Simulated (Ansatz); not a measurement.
The structure below was relaxed with Kohn–Sham DFT with the PBE functional, run in Ansatz (a first-principles code) with PAW and 420 eV plane waves, no spin-orbit coupling, at pressure −2 GPa.

```
MoP
1.0
    3.25405     0.00000     0.00000
   -1.62702     2.81809     0.00000
    0.00000     0.00000     3.19999
Mo P
1 1
Direct
  0.00000   0.00000   0.00000
  0.66667   0.33333   0.50000
```

Q: Find the space group and the Wyckoff positions.

A: Space group P-6m2 (No. 187); a = b = 3.2540 Å, c = 3.2000 Å, α = β = 90.00°, γ = 120.00°

```csv
atom,site,symmetry,x,y,z
Mo,1a,-6m2,0.0000,0.0000,0.0000
P,1f,-6m2,0.6667,0.3333,0.5000
```

Q: Describe the coordination.

A: The crystal has 2 atoms in its conventional cell. Conventional cell: a = b = 3.2540 Å, c = 3.2000 Å, α = β = 90.00°, γ = 120.00°. Mo is coordinated by 6 P at 2.468 Å and 8 Mo at 3.200–3.254 Å. P sees 6 Mo at 2.468 Å (trigonal prismatic). (Neighbours: up to the widest gap in distance over summed covalent radii, below 1.35, at either atom; cation-cation and far metal-metal contacts left out.)

Load acts through the strain it causes; cell and atoms are relaxed under it. Whether these cells are dynamically stable was not tested. The final runs are not spin-polarised. The cell was made from MoP (space group P-6m2, No. 187) by this change: pressure −2 GPa.
